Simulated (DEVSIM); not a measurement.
Structure: illuminated Ge n-on-p cell, one wavelength, at 300 K.

Layer 1 from the left is Ge, thickness (μm) 0.940, Nd (cm⁻³) 1.3e18, τn (s) 5.6e-7, τp (s) 9.8e-6, absorption coefficient (cm⁻¹) 75000. Layer 2 from the left is Ge, thickness (μm) 120, Na (cm⁻³) 3.3e15, τn (s) 3.5e-5, τp (s) 3.5e-5, absorption coefficient (cm⁻¹) 75000.

Left contact: ohmic, minority hole recombination velocity 2e6 cm/s. Right contact: ohmic, minority electron recombination velocity 9000 cm/s. Voltage is applied to the left contact. Recombination: SRH at mid-gap, radiative, Auger. Light enters at the left, 2.5e18 photons cm⁻² s⁻¹, one pass, no reflection. Mobility is μmin + (μ − μmin)/(1 + (N/Nref)^α).

This is a model device: material constants are rounded textbook-type values typed into the input, and sizes, dopings and lifetimes were drawn at random. Values at 300 K.

Ge: gap (eV) 0.664, affinity (eV) 4, permittivity 16, Nc (cm⁻³) 1.04e19, Nv (cm⁻³) 6e18, μn (cm²/Vs) 3900, μp (cm²/Vs) 1900, μn,min 150, μp,min 100, Nref,n 2.6e17, Nref,p 4e17, αn 0.56, αp 0.6, B (cm³/s) 6.4e-14, Cn (cm⁶/s) 1e-31, Cp (cm⁶/s) 1e-31.

Simulated with DEVSIM: 1D drift-diffusion, Boltzmann statistics, complete ionisation; no tunnelling, impact ionisation, image-force lowering or self-heating.

Dark forward current:

| |V| (V) | |J| (A/cm²) |
|---|---|
| 0.05 | 0.0006043 |
| 0.10 | 0.004777 |
| 0.15 | 0.03345 |
| 0.20 | 0.2245 |
| 0.25 | 1.348 |
| 0.30 | 6.526 |
| 0.35 | 24.64 |
| 0.40 | 72.81 |
| 0.45 | 172.8 |
| 0.50 | 344.4 |
| 0.55 | 602.7 |
| 0.60 | 958.1 |
| 0.65 | 1418 |
| 0.70 | 1987 |
| 0.75 | 2668 |

Problem. Work out the local ideality factor n = ΔV / (kT/q · ln(J2/J1)) between the rows 0.15 and 0.20 V, 0.70 and 0.75 V.

Solution. kT/q = 25.85 mV. From 0.15 to 0.20 V: ln(0.2245/0.03345) = 1.904, n = 1.02, near the 1 of diffusion or emission over a barrier. From 0.70 to 0.75 V: ln(2668/1987) = 0.295, n = 6.56.

Problem. What current could the absorbed light give at most, and what share is collected?

Solution. Σ αd = 907, so qΦ(1 − exp(−Σ αd)) = 401 mA/cm². The simulated short-circuit current is 86.87 mA/cm², a share of 0.22.

Problem. Estimate the open-circuit voltage by superposition: the voltage at which the dark current equals that short-circuit current.

Solution. Interpolating ln J in the table gives 0.175 V. The simulation gives 0.175 V, the same within the digits that matter. Superposition holds where collection doesn't change with voltage.
